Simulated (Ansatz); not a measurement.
Defect: Si-vacancy pair (Si on one host Ti site, one Ti site vacant) in rock-salt TiN, neutral cell. Level of theory: PBE, PAW (plane waves to 420 eV; Ansatz, a first-principles code).

Settings: 64 host sites, the relaxed PBE lattice, a 2×2×2 k-point mesh shifted by half a step, smearing 0.10 eV, spin-restricted, no image-charge correction. Energies are static. Forms of the defect that were not tried may lie lower.

Barriers: single points on a 4×4×4 k-point mesh shifted by half a step at the bands' geometries (they differ from the bands' own by up to 0.05 eV, and are uncertain by about as much).

Relaxed starting cell (atoms counted from 1):

```
CELL_PARAMETERS angstrom
      8.49380     0.00000     0.00000
      0.00000     8.49380     0.00000
      0.00000     0.00000     8.49380
ATOMIC_POSITIONS crystal
  Si 0.99968 0.00920 0.00979
  Ti 0.99965 0.00853 0.49162
  Ti 0.99965 0.49089 0.00912
  Ti 0.99965 0.49667 0.49748
  Ti 0.49964 0.00010 0.00077
  Ti 0.49965 0.00054 0.50120
  Ti 0.49965 0.50042 0.00122
  Ti 0.49965 0.49930 0.50005
  N  0.23313 0.00021 0.00092
  N  0.24817 0.00060 0.50029
  N  0.24816 0.49959 0.00130
  N  0.24976 0.50010 0.50082
  N  0.76618 0.00021 0.00092
  N  0.75113 0.00060 0.50028
  N  0.75114 0.49960 0.00130
  N  0.74954 0.50010 0.50081
  Ti 0.99963 0.25531 0.75197
  Ti 0.99964 0.75119 0.25592
  Ti 0.99966 0.74698 0.74778
  Ti 0.49965 0.24863 0.24914
  Ti 0.49968 0.24732 0.75189
  Ti 0.49967 0.75096 0.24810
  Ti 0.49962 0.75300 0.75361
  N  0.25374 0.25030 0.25105
  N  0.24931 0.25053 0.74938
  N  0.24934 0.74870 0.25122
  N  0.24926 0.74963 0.75033
  N  0.74557 0.25031 0.25105
  N  0.74999 0.25052 0.74938
  N  0.74996 0.74870 0.25121
  N  0.75004 0.74963 0.75033
  Ti 0.24754 0.00515 0.25236
  Ti 0.25026 0.00094 0.74896
  Ti 0.24215 0.49289 0.24996
  Ti 0.24613 0.49862 0.75228
  Ti 0.75177 0.00514 0.25234
  Ti 0.74904 0.00094 0.74896
  Ti 0.75715 0.49290 0.24995
  Ti 0.75317 0.49862 0.75228
  N  0.99966 0.99395 0.23404
  N  0.99965 0.00023 0.77102
  N  0.99966 0.50385 0.24834
  N  0.99965 0.49947 0.75343
  N  0.49965 0.00061 0.24912
  N  0.49965 0.00083 0.75175
  N  0.49965 0.49953 0.25104
  N  0.49965 0.49943 0.75057
  Ti 0.24774 0.25158 0.00598
  Ti 0.24231 0.24922 0.49340
  Ti 0.25030 0.74832 0.00161
  Ti 0.24617 0.75162 0.49936
  Ti 0.75157 0.25158 0.00596
  Ti 0.75700 0.24921 0.49342
  Ti 0.74899 0.74833 0.00162
  Ti 0.75313 0.75162 0.49936
  N  0.99966 0.23334 0.99456
  N  0.99966 0.24761 0.50462
  N  0.99965 0.77020 0.00092
  N  0.99966 0.75272 0.50018
  N  0.49965 0.24844 0.00132
  N  0.49965 0.25033 0.50027
  N  0.49964 0.75103 0.00152
  N  0.49965 0.74987 0.50014
```

End state 1 differs by these moves (Å; atoms that move under 0.08 Å are left out):

```json
[
 {"atom": "1", "element": "Si", "Δx": "0.00", "Δy": "1.97", "Δz": "1.97"},
 {"atom": "2", "element": "Ti", "Δx": "0.00", "Δy": "-0.12", "Δz": "0.07"},
 {"atom": "3", "element": "Ti", "Δx": "0.00", "Δy": "0.07", "Δz": "-0.11"},
 {"atom": "9", "element": "N", "Δx": "0.18", "Δy": "0.00", "Δz": "0.00"},
 {"atom": "13", "element": "N", "Δx": "-0.18", "Δy": "0.00", "Δz": "0.00"},
 {"atom": "17", "element": "Ti", "Δx": "0.00", "Δy": "-0.11", "Δz": "0.07"},
 {"atom": "18", "element": "Ti", "Δx": "0.00", "Δy": "0.07", "Δz": "-0.12"},
 {"atom": "24", "element": "N", "Δx": "-0.18", "Δy": "0.00", "Δz": "0.00"},
 {"atom": "28", "element": "N", "Δx": "0.18", "Δy": "0.00", "Δz": "0.00"},
 {"atom": "33", "element": "Ti", "Δx": "-0.07", "Δy": "0.00", "Δz": "0.08"},
 {"atom": "34", "element": "Ti", "Δx": "0.07", "Δy": "0.08", "Δz": "0.00"},
 {"atom": "37", "element": "Ti", "Δx": "0.07", "Δy": "0.00", "Δz": "0.08"},
 {"atom": "38", "element": "Ti", "Δx": "-0.07", "Δy": "0.08", "Δz": "0.00"},
 {"atom": "40", "element": "N", "Δx": "0.00", "Δy": "0.19", "Δz": "0.19"},
 {"atom": "41", "element": "N", "Δx": "0.00", "Δy": "0.02", "Δz": "-0.20"},
 {"atom": "42", "element": "N", "Δx": "0.00", "Δy": "-0.20", "Δz": "0.02"},
 {"atom": "48", "element": "Ti", "Δx": "0.00", "Δy": "-0.06", "Δz": "-0.06"},
 {"atom": "49", "element": "Ti", "Δx": "0.07", "Δy": "0.00", "Δz": "0.08"},
 {"atom": "50", "element": "Ti", "Δx": "-0.07", "Δy": "0.08", "Δz": "0.00"},
 {"atom": "53", "element": "Ti", "Δx": "-0.07", "Δy": "0.00", "Δz": "0.08"},
 {"atom": "54", "element": "Ti", "Δx": "0.07", "Δy": "0.08", "Δz": "0.00"},
 {"atom": "56", "element": "N", "Δx": "0.00", "Δy": "0.20", "Δz": "0.20"},
 {"atom": "57", "element": "N", "Δx": "0.00", "Δy": "0.02", "Δz": "-0.20"},
 {"atom": "58", "element": "N", "Δx": "0.00", "Δy": "-0.20", "Δz": "0.02"}
]
```

Problem. Estimate the forward and backward barriers to end state 1 that PBE, PAW returns for this input.

Solution. forward 1.02 eV, backward 1.02 eV; at the saddle point atom 1 has neighbours 2 N at 1.67, N at 1.76 Å. The program found a first-order saddle point.
